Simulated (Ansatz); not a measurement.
We look at the energy of the reaction as written. Reaction: cell B + 9/2 O2 (gas) → cell A. The sign is products less reactants.

Cell A: a slab of Ti (hcp, P6₃/mmc) cut along (0001), 55 atoms, hexagonal cell of 8.82 Å (67.4 Å²), symmetry P3m1 within 0.02 Å, 11.3 Å thick under 16 Å of vacuum, in-plane vectors held at the crystal's; planes from bottom to top: Ti9 × 5 | O9 | H, its two faces unlike (dipole correction applied); added, foreign or displaced atoms, above the top plane: O bound to 3 Ti at 1.90 Å; six times O bound to 3 Ti at 1.84–1.97 Å; OH bound through O to 3 Ti at 2.11 Å; O bound to 3 Ti at 1.91 Å; spin state with PBE: run without spin, k-point mesh 5×5×1.
```
Ti45HO9
1.0
    8.81956     0.00000     0.00000
    4.40978     7.63796     0.00000
    0.00000     0.00000    27.26492
Ti O H
45 9 1
Direct
  0.99981   0.99981   0.29536
  0.33371   0.99981   0.29536
  0.66642   0.00049   0.29593
  0.99981   0.33371   0.29536
  0.33385   0.33385   0.29504
  0.66564   0.33385   0.29504
  0.00049   0.66642   0.29593
  0.33385   0.66564   0.29504
  0.66642   0.66642   0.29593
  0.88787   0.22273   0.37476
  0.22273   0.22273   0.37476
  0.55516   0.22301   0.37540
  0.88894   0.55545   0.37549
  0.22301   0.55516   0.37540
  0.55516   0.55516   0.37540
  0.88894   0.88894   0.37549
  0.22273   0.88787   0.37476
  0.55545   0.88894   0.37549
  0.99910   0.99910   0.46220
  0.33514   0.99910   0.46220
  0.66694   0.99945   0.46447
  0.99910   0.33514   0.46220
  0.33403   0.33403   0.46189
  0.66528   0.33403   0.46189
  0.99945   0.66694   0.46447
  0.33403   0.66528   0.46189
  0.66694   0.66694   0.46447
  0.89182   0.22076   0.54578
  0.22076   0.22076   0.54578
  0.55806   0.21722   0.54839
  0.88902   0.55529   0.54861
  0.21722   0.55806   0.54839
  0.55806   0.55806   0.54839
  0.88902   0.88902   0.54861
  0.22076   0.89182   0.54578
  0.55529   0.88902   0.54861
  0.00178   0.00178   0.63557
  0.32977   0.00178   0.63557
  0.66476   0.00382   0.64630
  0.00178   0.32977   0.63557
  0.32984   0.32984   0.63111
  0.67366   0.32984   0.63111
  0.00382   0.66476   0.64630
  0.32984   0.67366   0.63111
  0.66476   0.66476   0.64630
  0.11111   0.11111   0.66865
  0.43985   0.11479   0.67082
  0.77870   0.11479   0.67082
  0.11479   0.43985   0.67082
  0.44444   0.44444   0.67459
  0.77870   0.43985   0.67082
  0.11479   0.77870   0.67082
  0.43985   0.77870   0.67082
  0.77778   0.77778   0.67657
  0.44444   0.44444   0.71028
```

Cell B: a slab of Ti (hcp, P6₃/mmc) cut along (0001), 46 atoms, hexagonal cell of 8.82 Å (67.4 Å²), symmetry P3m1 within 0.02 Å, 10.2 Å thick under 16 Å of vacuum, in-plane vectors held at the crystal's; planes from bottom to top: Ti9 × 5 | H; added, foreign or displaced atoms, above the top plane: H bound to 3 Ti at 1.98 Å; spin state with PBE: run without spin, k-point mesh 5×5×1.
```
Ti45H
1.0
    8.81956     0.00000     0.00000
    4.40978     7.63796     0.00000
    0.00000     0.00000    26.26360
Ti H
45 1
Direct
  0.99998   0.99998   0.30867
  0.33337   0.99998   0.30867
  0.66666   0.00002   0.30868
  0.99998   0.33337   0.30867
  0.33334   0.33334   0.30875
  0.66665   0.33334   0.30875
  0.00002   0.66666   0.30868
  0.33334   0.66665   0.30875
  0.66666   0.66666   0.30868
  0.88887   0.22223   0.39145
  0.22223   0.22223   0.39145
  0.55560   0.22213   0.39155
  0.88887   0.55559   0.39145
  0.22213   0.55560   0.39155
  0.55560   0.55560   0.39155
  0.88887   0.88887   0.39145
  0.22223   0.88887   0.39145
  0.55559   0.88887   0.39145
  0.99996   0.99996   0.48168
  0.33341   0.99996   0.48168
  0.66662   0.00010   0.48175
  0.99996   0.33341   0.48168
  0.33336   0.33336   0.48202
  0.66661   0.33336   0.48202
  0.00010   0.66662   0.48175
  0.33336   0.66661   0.48202
  0.66662   0.66662   0.48175
  0.88834   0.22250   0.57191
  0.22250   0.22250   0.57191
  0.55547   0.22239   0.57257
  0.88909   0.55516   0.57184
  0.22239   0.55547   0.57257
  0.55547   0.55547   0.57257
  0.88909   0.88909   0.57184
  0.22250   0.88834   0.57191
  0.55516   0.88909   0.57184
  0.00027   0.00027   0.65471
  0.33280   0.00027   0.65471
  0.66757   0.99819   0.65460
  0.00027   0.33280   0.65471
  0.33510   0.33510   0.65617
  0.66314   0.33510   0.65617
  0.99819   0.66757   0.65460
  0.33510   0.66314   0.65617
  0.66757   0.66757   0.65460
  0.44444   0.44444   0.69700
```

Reference: an isolated O2 molecule (triplet) in a box of 11 × 11 × 13 Å.

Plane-wave PAW calculations with Ansatz (a quantum-chemistry and plane-wave program), its default PAW set, cutoff 420 eV, 500 eV for r2SCAN. The structures are at rest with PBE, within the held lattices; other levels are single points on them. Neutral cells; Fermi-Dirac smearing of at most 0.10 eV in the solids, energies taken to zero width. The lattices are those relaxed with PBE, so at other levels the solids can be strained, which adds to the spread. Larger cells are relaxed from a start prepared with the learned potential CHGNet, on a coarser mesh till forces fall under 0.03 eV/Å, which some starts already meet. A dispersion term (D3(BJ), or D4 for r2SCAN) was computed beside these levels and is taken off wherever the name lacks it. Nuclei at rest; no vibrational terms. Cells are local rest points, mostly with their start's symmetry. Values are for these cell sizes. Cell A has symmetry P3m1 within 0.02 Å and got no random move, so less symmetric positions, which may lie lower, weren't tried. Cell B has symmetry P3m1 within 0.02 Å and got no random move, so less symmetric positions, which may lie lower, weren't tried.

What is the computed value (PBE)?

-46.33 eV, for cell B + 9/2 O2 (gas) → cell A.

List the value at the remaining levels and say how far they part.


```json
[
 {"Functional": "r2SCAN", "value (eV)": "-50.44", "less PBE": "-4.11"}
]
```

The levels shown span 4.11 eV, from r2SCAN (-50.44) to PBE (-46.33).
